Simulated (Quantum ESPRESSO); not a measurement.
Worked example: self-consistent single point of Sr3Mg (Fm-3m, 4 atoms in the cell) in Quantum ESPRESSO.

Method: PBEsol, PSlibrary PAW (PBE) pseudopotentials (plane waves; Quantum ESPRESSO).

```yaml
crystal:
  lattice:
    - [0.00000, 4.44593, 4.44593]
    - [4.44593, 0.00000, 4.44593]
    - [4.44593, 4.44593, 0.00000]
  atoms:
    - { symbol: Sr, position: [0.50000, 0.50000, 0.50000] }
    - { symbol: Sr, position: [0.75000, 0.75000, 0.75000] }
    - { symbol: Sr, position: [0.25000, 0.25000, 0.25000] }
    - { symbol: Mg, position: [0.00000, 0.00000, 0.00000] }
```

Reference input (self-consistent single point, DFT, PBEsol, plane waves, PseudoDojo standard norm-conserving (PBESOL) pseudopotentials): ecutwfc = 85 Ry; occupations = smearing; smearing = marzari-vanderbilt; degauss = 0.0073499 Ry; potentials = {Sr: Sr.upf, Mg: Mg.upf}; K_POINTS = automatic 5 5 5 0 0 0; conv_thr = 1e-09 Ry. This run's input differs from it in these lines:

```diff
@@ -12,3 +12,4 @@
    ntyp = 2,
-   ecutwfc = 85,
+   ecutwfc = 110,
+   ecutrho = 770,
    occupations = 'smearing',
@@ -16,2 +17,3 @@
    degauss = 0.0073499,
+   input_dft = 'pbesol',
 /
@@ -21,4 +23,4 @@
 ATOMIC_SPECIES
-Sr    87.6200  Sr.upf
-Mg    24.3050  Mg.upf
+Sr    87.6200  Sr.pbe-spn-kjpaw_psl.1.0.0.UPF
+Mg    24.3050  Mg.pbe-spn-kjpaw_psl.1.0.0.UPF
 CELL_PARAMETERS angstrom
```

Output (repeated stretches shortened):

```
     Self-consistent Calculation

     iteration #  1     ecut=   110.00 Ry     beta= 0.70

     Threshold (ethr) on eigenvalues was too large:
     Diagonalizing with lowered threshold

     total energy              =    -909.81099830 Ry
     estimated scf accuracy    <       0.01189932 Ry

     iteration #  2     ecut=   110.00 Ry     beta= 0.70

     total energy              =    -909.81238917 Ry
     estimated scf accuracy    <       0.00342578 Ry

     iteration #  3     ecut=   110.00 Ry     beta= 0.70

     total energy              =    -909.81302785 Ry
     estimated scf accuracy    <       0.00040399 Ry

   [... 2 blocks of this kind left out ...]

     iteration #  6     ecut=   110.00 Ry     beta= 0.70

     total energy              =    -909.81314862 Ry
     estimated scf accuracy    <          8.1E-09 Ry

     iteration #  7     ecut=   110.00 Ry     beta= 0.70
     End of self-consistent calculation

     the Fermi energy is     5.4056 ev

!    total energy              =    -909.81314863 Ry
     estimated scf accuracy    <          6.0E-10 Ry
     smearing contrib. (-TS)   =      -0.00059000 Ry
     internal energy E=F+TS    =    -909.81255863 Ry

     convergence has been achieved in   7 iterations

     Forces acting on atoms (cartesian axes, Ry/au):

     atom    1 type  1   force =    -0.00000000    0.00000000   -0.00000000
   [... zero for the other atoms too ...]

     Total force =     0.000000     Total SCF correction =     0.000000

          total   stress  (Ry/bohr**3)                   (kbar)     P=       -7.90
  -0.00005373  -0.00000000  -0.00000000           -7.90       -0.00       -0.00
  -0.00000000  -0.00005373  -0.00000000           -0.00       -7.90       -0.00
  -0.00000000  -0.00000000  -0.00005373           -0.00       -0.00       -7.90

   JOB DONE.
```

The run converged in 7 iterations. Against the reference run the pressure moves little (-0.78 to -0.79 GPa).

The starting cell comes from a database of computed structures (which also holds hypothetical and non-ambient phases and stackings), without a prior relaxation at this level.

Cost on one core of a shared machine: roughly 2 min.
